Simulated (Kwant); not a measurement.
Device: π system c1cnccn1 between two chain leads. The π system is taken as planar. Atoms are numbered from 0 in the order of the SMILES. Site energies (eV, carbon 0): [0.0, 0.0, -1.35, 0.0, 0.0, -1.35]. Bonds (i, j, β in eV): (0,1,-2.7) (1,2,-2.7) (2,3,-2.7) (3,4,-2.7) (4,5,-2.7) (5,0,-2.7). Leads: chains of hopping −4.1 eV, joined by −1.4 eV to atoms 0 and 4.

Site energies and bond integrals are typed Hückel values.

Model: Hückel tight-binding model, one pz orbital an atom, one spin, coherent transport at 0 K (Kwant). Conductance is in e²/h.

Sweep values stay those of the base run.

Base results: transmission at E = 0 0.0022.

What follows from this one change: contacts moved from atoms [0, 4] to [0, 1]?

transmission at E = 0 0.0022 → 0.027.

What follows from this one change: contacts moved from atoms [0, 4] to [0, 3]?

transmission at E = 0 0.0022 → 0.035.
